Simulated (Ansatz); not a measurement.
# Pb: Li interstitial (started 2.47 Å from the nearest host atom), symmetric start

Consider a 12-atom supercell of Pb in the fcc (Cu type) structure (space group Fm-3m, No. 225; a = 4.931 Å) at its relaxed geometry.

It is then changed as follows: a neutral Li interstitial (started 2.47 Å from the nearest host atom), symmetric start, atoms relaxed at fixed cell.

Method: PBEsol (Ansatz, an electronic-structure program; PAW; 420 eV plane waves; no SOC). Γ-centred 6×4×6 mesh, Fermi–Dirac width 0.05 eV.

```csv
quantity,base,changed,shift
pressure,0.1 GPa,2.5 GPa,+2.4 GPa
largest displacement of a host atom from its site in the perfect cell,–,0.20 Å,–
final site of the added atom,–,6 Pb at 2.66 Å (octahedral),–
```

The cell is small, so the values are those of an ordered compound at a high defect concentration; dilute-limit values will differ. The defect started on the symmetric site and kept its symmetry, so it may sit on a saddle. The defect cell is not spin-polarised.
